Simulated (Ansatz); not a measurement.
The starting structures come from a database of crystals and need not be the phases stable at ambient conditions.

By PBEsol, the system below comes out a metal.

Without scattering a metal conducts by its projected Fermi surface.

Input:

```
CELL_PARAMETERS angstrom
      4.60449     0.00000     0.00000
     -2.30224     3.98760     0.00000
      2.30224     1.32920     3.75955
ATOMIC_POSITIONS crystal
  Ta 0.50000 0.25000 0.25000
  Ta 0.00000 0.50000 0.50000
  Be 0.25000 0.37500 0.87500
  Be 0.75000 0.87500 0.37500
  Be 0.25000 0.87500 0.87500
  Be 0.75000 0.87500 0.87500
```

Space group of this cell: Fd-3m, cubic Laves (MgCu2 type). The cell is taken as given; by PBEsol its mean pressure is -3.1 GPa.

The current flows along the normal of the first two printed cell vectors, the (111) plane of the conventional cell. No spin-orbit coupling; the value is a mean over 0.1 eV about the Fermi level.

Question: Estimate the ballistic conductance per area that PBEsol (Ansatz, a program for electronic structure) returns for this system.

Answer: 0.47 × 10¹⁵ S/m² for both spins.
